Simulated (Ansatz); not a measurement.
## Effect of tensor shear ε_yz = −3.97 % on MoS2

Base system: MoS$_{2}$ in the 2H-MoS2 type structure (space group P6_3/mmc, No. 194; a = 3.173 Å, c = 12.437 Å; layered, stacked along the Cartesian z axis). Axes: x lies along a and z along c of the hexagonal cell.

One thing is altered: tensor shear ε_yz = −3.97 % (engineering shear γ = -0.0794); the atoms relax in the strained cell.

Calculations: plane-wave PAW DFT at the r2SCAN+rVV10 level (Ansatz, a first-principles code, 500 eV), no spin-orbit coupling, earlier PAW set. Γ-centred 12×12×3 mesh, Fermi–Dirac width 0.05 eV.

| quantity | base | changed | shift |
|---|---|---|---|
| space group | P6_3/mmc (No. 194) | C2/m (No. 12) | – |
| energy relative to the base (free energy F) | 0 meV/atom | +3.8 meV/atom | +3.8 meV/atom |
| pressure (mean of the normal stresses, compression positive) | 0.00 GPa | 0.22 GPa | +0.22 GPa |
| band gap | 1.01 eV | 1.01 eV | 0.00 eV |
| gap character | – | indirect, Γ → k = (1/3, -0.167, 0) in the run's primitive reciprocal basis | – |
| electron mass | – | 0.61 mₑ along x, 0.86 mₑ along y, 0.54 mₑ along z (off the special points) | – |
| hole mass | 0.87 mₑ along c, 0.69 mₑ across (at Γ) | 0.66 mₑ along x, 0.72 mₑ along y, 0.86 mₑ along z (at Γ) | – |
| valence-band top at Γ (three highest levels, from the VBM) | 0.00, -1.13, -1.36 eV | 0.00, -1.17, -1.36 eV | – |
| stress (xx, yy, zz, yz, xz, xy; compression positive) | – | (0.25, -0.12, 0.53, 0.29, 0.00, 0.00) GPa | – |

Final structure:

```yaml
crystal:
  lattice:
    - [3.17320, 0.00000, 0.00000]
    - [-1.58660, 2.74807, -0.10910]
    - [0.00000, -0.49375, 12.43700]
  atoms:
    - { symbol: Mo, position: [0.37015, 0.74030, 0.24803] }
    - { symbol: Mo, position: [0.62985, 0.25970, 0.75197] }
    - { symbol: S, position: [0.27421, 0.54841, 0.62676] }
    - { symbol: S, position: [0.68125, 0.36250, 0.12274] }
    - { symbol: S, position: [0.72579, 0.45159, 0.37324] }
    - { symbol: S, position: [0.31875, 0.63750, 0.87726] }
```

Cost of the whole job for the changed cell (relaxation, final SCF and bands): about 8 core-minutes (a rough figure).

Masses are band curvatures over ±0.01 Å⁻¹ around the edge. Whether these cells are dynamically stable was not tested. Under tensor shear ε_yz = −3.97 % atoms moved by over 0.3 Å (layers or molecules slid or turned), so the response is not a plain elastic one. k-point labels follow each cell's own Brillouin zone.
